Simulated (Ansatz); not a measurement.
Start from CdTe (space group P3_121, No. 152; a = 4.524 Å, c = 10.262 Å; a cell from a computed database, its experimental status unchecked). Axes: x lies along a and z along c of the hexagonal cell.

Perturbation: biaxial strain −2.73 %, plane normal [001], relaxed out of plane (Cartesian); in-plane vectors clamped, the third vector and the atoms free.

Levels (all Ansatz, a program for electronic structure, PAW): PBEsol (420 eV, no spin-orbit coupling); PBEsol+SOC (420 eV, with spin-orbit coupling).

The geometry is relaxed with PBEsol.

PBEsol gap character: indirect, A → Γ
PBEsol lowest conduction level above the VBM at special points: Γ 0.30 eV; K 0.91 eV; M 0.92 eV; L 1.07 eV
PBEsol smallest direct gap: 0.69 eV

With PBEsol+SOC at the same geometry, the gap character stays indirect, A → Γ; the lowest conduction level above the VBM at special points changes from Γ 0.30 eV; K 0.91 eV; M 0.92 eV; L 1.07 eV to Γ 0.21 eV; K 0.81 eV; M 0.82 eV; L 0.96 eV; the smallest direct gap decreases by 0.23 eV to 0.46 eV.

Single points use the geometry relaxed with PBEsol. The spin-orbit shifts are approximate. With Te present, leaving out spin-orbit coupling can change the band edges. Whether these cells are dynamically stable was not tested. This is not the structure that CdTe has at room temperature and ambient pressure. A zero or small gap of CdTe can be the functional's error rather than a property of the material.
